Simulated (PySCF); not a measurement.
PySCF 2.14.0, HF/def2-svp: all-trans C7H16 (CCCCCCC), 23 atoms. The geometry is a generated start, not checked to be a minimum at this level.

```python
import time
import numpy
from pyscf import lib
from pyscf import gto, scf, dft, mp, cc, sgx
lib.logger.TIMER_LEVEL = 4
t0 = time.perf_counter()

mol = gto.M(
    atom='''
C     -3.81000000     0.33565000     0.00000000
C     -2.54000000    -0.52435000     0.00000000
C     -1.27000000     0.33565000     0.00000000
C      0.00000000    -0.52435000     0.00000000
C      1.27000000     0.33565000     0.00000000
C      2.54000000    -0.52435000     0.00000000
C      3.81000000     0.33565000     0.00000000
H     -3.81000000     0.96565000     0.88500000
H     -3.81000000     0.96565000    -0.88500000
H     -2.54000000    -1.15435000     0.88500000
H     -2.54000000    -1.15435000    -0.88500000
H     -1.27000000     0.96565000     0.88500000
H     -1.27000000     0.96565000    -0.88500000
H      0.00000000    -1.15435000     0.88500000
H      0.00000000    -1.15435000    -0.88500000
H      1.27000000     0.96565000     0.88500000
H      1.27000000     0.96565000    -0.88500000
H      2.54000000    -1.15435000     0.88500000
H      2.54000000    -1.15435000    -0.88500000
H      3.81000000     0.96565000     0.88500000
H      3.81000000     0.96565000    -0.88500000
H     -4.71000000    -0.28435000     0.00000000
H      4.71000000    -0.28435000     0.00000000
''',
    basis='def2-svp',
    max_memory=500,
    verbose=4,
)
mf = scf.RHF(mol)
mf.direct_scf_tol = 1e-11
mf.chkfile = None
mf.kernel()
print('SCF converged:', mf.converged)
print('E(SCF) = %.10f' % mf.e_tot)
print('basis functions:', mol.nao_nr())
print('integrals held in memory:', getattr(mf, '_eri', None) is not None)
t1 = time.perf_counter()
print('wall of the SCF part: %.3f s' % (t1 - t0))
print('run ended')
```

```bash
OMP_NUM_THREADS=32 OPENBLAS_NUM_THREADS=1 python -u run.py
```

The program reports basis functions: 178.

Hardware: Arm Neoverse V2, 96 cores on 1 socket, no SMT, 1 L3 cache group.

On 32 threads, 1 BLAS thread this takes 6.3 s. Times are wall-clock medians of two to five runs, from launch to exit, with nothing else on the machine. Processes are pinned to neighbouring cores unless said otherwise. Build: PyPI wheel: OpenMP (GNU), a bundled serial OpenBLAS 0.3.3 under its C layer, NumPy's threaded OpenBLAS held to generic ARMv8 kernels, libcint, Libxc. Other compilers and libraries give other times. Scratch files lie in a memory file system.

Task: Make this run faster without changing its result beyond 1.0 meV/atom in energy. Keep to 32 cores.

Result: One answer among several that fit: going from mol.max_memory = 500 MB, mf.direct_scf_tol = 1e-11 to mol.max_memory = 4000 MB, mf.direct_scf_tol = 1e-13 (default), the fastest of the measured ones that keep the result.

```diff
-    max_memory=500,
+    max_memory=4000,
-mf.direct_scf_tol = 1e-11
```

Time: 6.3 s to 0.85 s (7.3× as fast). Without room for the integrals they are computed anew in 11 passes, 5.8 s in all. These two results differ by: energy under 0.001 meV/atom. Others tried: mol.max_memory = 500 MB, mf.direct_scf_tol = 1e-15 (7.7 s). Launch, exit and the like take 0.40 s of the 0.85 s.
